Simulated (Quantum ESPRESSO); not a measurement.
# σxx against uniaxial strain in bcc Ta (space group 229): C11 (Quantum ESPRESSO, LDA)

```
CELL_PARAMETERS angstrom
     -1.60208     1.62648     1.62648
      1.60208    -1.62648     1.62648
      1.60208     1.62648    -1.62648
ATOMIC_POSITIONS crystal
  Ta 0.00000 0.00000 0.00000
```

Computed with LDA (PZ), GBRV 1.5 ultrasoft (LDA) pseudopotentials (plane waves; Quantum ESPRESSO). Settings: ecutwfc = 52 Ry; ecutrho = 416 Ry; occupations = smearing; smearing = fd; degauss = 0.0036749 Ry; potentials = {Ta: ta_lda_v1.uspp.F.UPF}; K_POINTS = automatic 38 38 38 0 0 0; conv_thr = 1e-10 Ry. The cell above is the first row's. The rows stretch one cube axis (x) by the strain ε and hold the other two. Stress is positive in tension. In all rows the k mesh is held.

```
ε (%)  σxx (GPa)
-----  ---------
-1.5           ?
-1.0       -3.03
-0.5       -1.44
0.0         0.10
0.5         1.58
1.0         3.03
1.5         4.42
2.0         5.77
```

The 7 complete rows are fitted with a parabola, σxx against ε. Least squares gives σxx = 0.096 + 3.0279·ε - 0.0957·ε². Residuals (row less fit): -0.002, 0.002, 0.004, -0.006, 0.002, -0.003, 0.001; standard error 0.004 (degrees of freedom: 4). The slope at ε = 0, 3.0279 GPa per cent, gives C11 ≈ 100 × 3.0279 = 303 GPa, for the static lattice.

**Question.** Estimate the missing σxx (ε = -1.5); what did the run itself give?

**Answer.** σxx = 0.096 + 3.0279 × (-1.5) - 0.0957 × (-1.5)² = -4.661 GPa. The calculation gives -4.66 GPa, which the fit meets to the printed digits. The row lies outside the fitted rows, so this is an extrapolation. From the scatter of the fitted rows alone, a prediction at this place has a standard error of 0.008 GPa, so the miss is 0.1 times that.

Carrying the step between the two nearest rows on in a straight line would have given -4.62, off by 0.04; series whose last step already gives the withheld value aren't shown. The reference cell has the volume at which an earlier scan in this program and functional put its minimum by a fit. The unstrained cell stands at a pressure of -0.10 GPa, and the constants belong to that pressure. Spin polarisation is off. Spin-orbit coupling is off. Without a gap such slopes are sensitive to mesh and smearing. Cutoffs and mesh are single choices, not tested for convergence of this quantity. Series with a scatter that would blur these digits, or in which a gap closes, are not shown. Strain series were run only where this level's volume lies within 10 % of a first guess from the measured size.
